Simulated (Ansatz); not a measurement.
Consider Rh in the fcc (Cu type) structure (space group Fm-3m, No. 225; a = 3.780 Å).

One thing is altered: full substitution Rh → W; the structure is relaxed again.

Levels (all Ansatz, a first-principles code, PAW, earlier PAW set): PBEsol (420 eV, no spin-orbit coupling); PBEsol+SOC (420 eV, noncollinear with spin-orbit coupling).

The geometry is relaxed with PBEsol.

```
Property           Value
---------------  -------
PBEsol pressure  0.0 GPa
```

### Question
What does PBEsol+SOC give at this geometry for the pressure?

### Answer
The pressure goes from zero to 1.1 GPa.

Single points use the geometry relaxed with PBEsol. The spin-orbit shifts are approximate. Whether these cells are dynamically stable was not tested. The runs without spin-orbit coupling are not spin-polarised. This is not the structure that W has at room temperature and ambient pressure.
